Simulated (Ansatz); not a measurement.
# KH in the NiAs type structure (space group P6_3/mmc, No. 194; a hypothetical phase, not in the database extracts checked)

```
CELL_PARAMETERS angstrom
      3.85455     0.00000     0.00000
     -1.92728     3.33814     0.00000
      0.00000     0.00000     6.82632
ATOMIC_POSITIONS crystal
  K  0.00000 0.00000 0.00000
  K  0.00000 0.00000 0.50000
  H  0.33333 0.66667 0.25000
  H  0.66667 0.33333 0.75000
```

Level of theory: plane-wave PAW DFT at the PBEsol level (Ansatz, a first-principles code, 420 eV), spin-orbit coupling left out. k-mesh 10×10×5 (Γ-centred); smearing 0.05 eV (Fermi–Dirac).

| Property | Result |
|---|---|
| Volume per atom | 21.96 Å³ |
| Density | 1.52 g/cm³ |
| Band gap | 3.25 eV, indirect, M → Γ |
| Electron mass | 0.31 mₑ along c, 0.68 mₑ across |
| Total energy | -766.006 eV/atom (σ→0; compares only within this code and set-up) |

Effective masses come from finite differences of ±0.01 Å⁻¹. Whether these cells are dynamically stable was not tested.
